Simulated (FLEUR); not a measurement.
How far to go with the basis cutoff: WC (P3m1, 2 atoms in the cell)

```
CELL_PARAMETERS angstrom
      1.46227    -2.53274     0.00000
      1.46227     2.53274     0.00000
      0.00000     0.00000     2.85420
ATOMIC_POSITIONS crystal
  W  0.00000 0.00000 0.01752
  C  0.33333 0.66667 0.50000
```

Method of the run: LDA (Vosko-Wilk-Nusair), all-electron FLAPW (FLEUR), scalar-relativistic valence.

Base settings: Kmax = 4.3 1/bohr; GmaxXC = 15 1/bohr; xcFunctional = vwn; jspins = 1; l_soc = F; mode = hist; fermiSmearingEnergy = 0.00367493 Htr; mesh (inpgen div1-3) = 5 5 4; inpgen gamma flag = true; Gmax = 15 1/bohr.

Moved along: Gmax, GmaxXC.

The second cell is the first with its lattice scaled by 0.98.

The mesh stays at the base's, so the ladder's end is converged at best in this setting alone.

Only quantities that move along the ladder and can be compared are tabulated.

The starting cell has typed, rounded lattice constants, without a prior relaxation at this level. Its lattice was rescaled by up to half a per cent. One atom was moved a little off its site on purpose. Spin polarisation is off. Values depend on the basis (sphere radii, cutoffs, local orbitals), which need not be converged.

| Kmax | free energy less the last step's (meV/atom) | energy of the compressed cell less the first (meV/atom) | largest difference of a force vector from the last step's (eV/Å) |
|---|---|---|---|
| 2.54 1/bohr | 3839.09 | -38.99 | 0.979 |
| 2.72 1/bohr | 2567.65 | -32.89 | 0.642 |
| 2.88 1/bohr | 1718.38 | -18.81 | 0.393 |
| 3.04 1/bohr | 1103.95 | -22.85 | 0.183 |
| 3.19 1/bohr | 765.29 | -43.57 | 0.100 |
| 3.33 1/bohr | 504.57 | -10.51 | 0.048 |
| 3.6 1/bohr | 245.17 | -13.06 | 0.017 |
| 3.85 1/bohr | 126.60 | -12.52 | 0.017 |
| 4.08 1/bohr | 71.66 | -15.56 | 0.012 |
| 4.3 1/bohr | 40.07 | -13.25 | 0.006 |
| 4.51 1/bohr | 22.00 | -11.58 | 0.003 |
| 4.71 1/bohr | 12.46 | -11.55 | 0.003 |
| 5 1/bohr | 5.42 | -11.62 | 0.003 |
| 5.27 1/bohr | 2.27 | -11.38 | 0.001 |
| 5.69 1/bohr | 0.00 | -11.28 | 0.000 |

Coarsest Kmax that holds the energy of the compressed cell less the first within 0.5 meV/atom of the last step, with all finer ones: 4.51 1/bohr; the step before is off by 2.0 meV/atom.

State of the free energy at the end of the ladder: still drifting one way, by 5.4 meV/atom over the last two steps, so the last step is no safe reference.

Coarsest Kmax that holds the forces within 0.01 eV/Å of the last step, with all finer ones: 4.3 1/bohr; the step before is off by 0.012 eV/Å.
